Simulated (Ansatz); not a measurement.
The starting structures come from a database of crystals and need not be the phases stable at ambient conditions.

By PBEsol, the system below comes out a metal.

A figure of merit of an interconnect metal is its ballistic conductance per area.

Input:

```
P
1.0
    3.50761     0.00000     0.00000
    0.01461     4.94951     0.00000
   -1.74382    -0.00521     1.75377
P
2
Direct
  0.00000   0.25057   0.00000
  0.00000   0.74943   0.00000
```

Space group of this cell: P2/m. The cell is strained (all lengths scaled by 1.02); by PBEsol its mean pressure is -7.3 GPa.

The current flows along the normal of the first two printed cell vectors. No spin-orbit coupling; the value is a mean over 0.1 eV about the Fermi level.

Question: Compute, with Ansatz (a first-principles code) with PBEsol, the ballistic conductance per area.

Answer: 1.4 × 10¹⁵ S/m² for both spins.
